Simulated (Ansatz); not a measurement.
# PBE against PBEsol: hypothetical diamond Nb, pressure 10 GPa

The reference is Nb in the diamond structure (space group Fd-3m, No. 227; a = 5.905 Å; a hypothetical phase, not in the database extracts checked).

(Cell as relaxed with PBE.)

Levels (all Ansatz, an electronic-structure program, PAW): PBE (420 eV, spin-orbit coupling left out); PBEsol (420 eV, without spin-orbit coupling).

Each level relaxes its own structure.

```tsv
base	PBE	PBEsol
volume per atom	25.74 Å³	24.46 Å³
lattice parameter a	5.905 Å	5.806 Å
band gap	zero	zero
```

Perturbation: a hydrostatic pressure of 10 GPa.

```tsv
quantity	PBE	PBEsol
volume per atom	22.92 Å³	?
band gap	zero	?
```

Q: Given the PBE results, estimate those of PBEsol.

A: 
- volume per atom, PBEsol: 22.01 Å³
- band gap, PBEsol: zero

PBE's volume per atom lies 0.91 Å³ above PBEsol's (4.2 %); the two agree on the band gap. Neither level is exact; PBEsol is the comparison here, not a measurement.

Load acts through the strain it causes; cell and atoms are relaxed under it. No phonon test of stability was made. Competing high-pressure phases were not computed. All final runs are without spin polarisation. Nb has a high density of states at the Fermi level and may be magnetic at this level.
